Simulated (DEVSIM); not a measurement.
System: illuminated In0.53Ga0.47As p-on-n cell, one wavelength, at 300 K.

Layer 1 from the left is In0.53Ga0.47As, thickness (μm) 0.370, Na (cm⁻³) 6.3e17, τn (s) 4.6e-9, τp (s) 1.4e-10, absorption coefficient (cm⁻¹) 46000. Layer 2 from the left is In0.53Ga0.47As, thickness (μm) 1.30, Nd (cm⁻³) 1.1e16, τn (s) 7.6e-9, τp (s) 7.6e-9, absorption coefficient (cm⁻¹) 46000.

Left contact: ohmic, minority electron recombination velocity 2e5 cm/s. Right contact: ohmic, minority hole recombination velocity 700 cm/s. Voltage is applied to the left contact. Recombination: SRH at mid-gap, radiative, Auger. Light enters at the left, 1.1e18 photons cm⁻² s⁻¹, one pass, no reflection. Mobility is constant in doping.

This is a model device: material constants are rounded textbook-type values typed into the input, and sizes, dopings and lifetimes were drawn at random. Values at 300 K.

In0.53Ga0.47As: gap (eV) 0.74, affinity (eV) 4.51, permittivity 13.9, Nc (cm⁻³) 2.1e17, Nv (cm⁻³) 7.7e18, μn (cm²/Vs) 12000, μp (cm²/Vs) 300, B (cm³/s) 9.6e-11, Cn (cm⁶/s) 5e-29, Cp (cm⁶/s) 5e-29.

Model (solved in DEVSIM): 1D drift-diffusion, Boltzmann statistics, complete ionisation; no tunnelling, impact ionisation, image-force lowering or self-heating.

### Question
What does the simulation give for the fill factor, the open-circuit voltage, the largest field in the device at zero bias?

### Answer
fill factor 0.71; open-circuit voltage 0.350 V; largest field in the device at zero bias 51000 V/cm.
